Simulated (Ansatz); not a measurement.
We look at the energy of the reaction as written. Reaction: Mg (hcp) + F2 (gas) → cell A. The sign is products less reactants.

Cell A: a sheet of composition MgF2, 3 atoms, hexagonal cell of 3.11 Å (8.4 Å²), symmetry P-3m1, 1.9 Å thick under 16 Å of vacuum, in-plane vectors relaxed; planes from bottom to top: F | Mg | F; a model cell; spin state with PBE: run without spin, k-point mesh 18×18×1.
```
CELL_PARAMETERS angstrom
      3.10999     0.00000     0.00000
     -1.55499     2.69333     0.00000
      0.00000     0.00000    18.38058
ATOMIC_POSITIONS crystal
  Mg 0.00000 0.00000 0.50000
  F  0.33333 0.66667 0.55126
  F  0.66667 0.33333 0.44874
```

Reference: Mg (hcp, P6₃/mmc), 2 atoms in the cell, k-point mesh 24×24×12 on the run's own vectors. Conventional cell: a = 3.195 Å, b = 3.195 Å, c = 5.197 Å, α = 90.00°, β = 90.00°, γ = 120.00°.

Reference: an isolated F2 molecule (singlet) in a box of 11 × 11 × 13 Å.

Computed with Ansatz (plane waves, PAW), its default PAW set, cutoff 420 eV, 500 eV for r2SCAN. The structures are at rest with PBE; other levels are single points on them. HSE06 runs on coarser k-point meshes, mended by the PBE difference between the two meshes. Some cells are metallic or hold partly filled levels, where a hybrid on a coarse mesh is less sure. Neutral cells; Fermi-Dirac smearing of at most 0.10 eV in the solids, energies taken to zero width. The lattices are those relaxed with PBE, so at other levels the solids can be strained, which adds to the spread. A dispersion term (D3(BJ), or D4 for r2SCAN) was computed beside these levels and is taken off wherever the name lacks it. Nuclei at rest; no vibrational terms. Cell A has symmetry P-3m1 and got no random move, so less symmetric positions, which may lie lower, weren't tried.

Question: Predict the value from r2SCAN.

Answer: -11.07 eV, for Mg (hcp) + F2 (gas) → cell A.

Question: How does the value move with the functional?

Answer: 
```tsv
Functional	value (eV)	less r2SCAN
PBE	-10.25	0.82
HSE06	-10.75	0.32
```

The levels span 0.82 eV, from r2SCAN (-11.07) to PBE (-10.25).

Ansatz is a first-principles code.
